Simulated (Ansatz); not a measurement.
## Zr7N4O8 (P1, No. 1, 19 atoms in the cell; start mp-561974)

All values below come from PBEsol (Ansatz, a first-principles code, plane waves, PAW).

Settings: plane-wave cutoff 520 eV, 6×6×6 k mesh, Fermi–Dirac smearing 0.01 eV, scalar-relativistic PAW data made under PBE.

Cell (relaxed with PBEsol):

```cif
data_N4O8Zr7
_chemical_formula_sum 'Zr7 N4 O8'
_space_group_name_H-M_alt 'P 1'
_space_group_IT_number 1
_cell_length_a 6.17295
_cell_length_b 6.18953
_cell_length_c 6.27333
_cell_angle_alpha 99.773
_cell_angle_beta 99.335
_cell_angle_gamma 99.198
loop_
_space_group_symop_operation_xyz
  'x, y, z'
loop_
_atom_site_label
_atom_site_type_symbol
_atom_site_fract_x
_atom_site_fract_y
_atom_site_fract_z
_atom_site_occupancy
Zr1 Zr 0.39800 0.70147 0.87051 1
Zr2 Zr 0.99616 0.00902 0.01287 1
Zr3 Zr 0.13512 0.60002 0.31924 1
Zr4 Zr 0.31068 0.12761 0.59471 1
Zr5 Zr 0.70503 0.86758 0.38282 1
Zr6 Zr 0.85604 0.38157 0.70283 1
Zr7 Zr 0.61627 0.29309 0.14303 1
N1 N 0.57986 0.17803 0.43573 1
N2 N 0.67177 0.93179 0.06327 1
N3 N 0.07396 0.92264 0.32468 1
N4 N 0.93831 0.33926 0.06881 1
O1 O 0.81727 0.56748 0.43108 1
O2 O 0.57141 0.43608 0.82493 1
O3 O 0.17292 0.41378 0.57577 1
O4 O 0.91419 0.05892 0.68090 1
O5 O 0.42480 0.58161 0.18132 1
O6 O 0.42765 0.80735 0.57984 1
O7 O 0.32383 0.09127 0.92368 1
O8 O 0.06656 0.69115 0.88406 1
```

| Property | Result |
|---|---|
| band gap | 2.84 eV |
| smallest direct gap on the k points sampled | 2.87 eV |

Spin–orbit coupling is not included.

The computed numbers hold no vibrational or temperature effects.

A start named mp-… is a Materials Project structure, which need not be a measured phase.
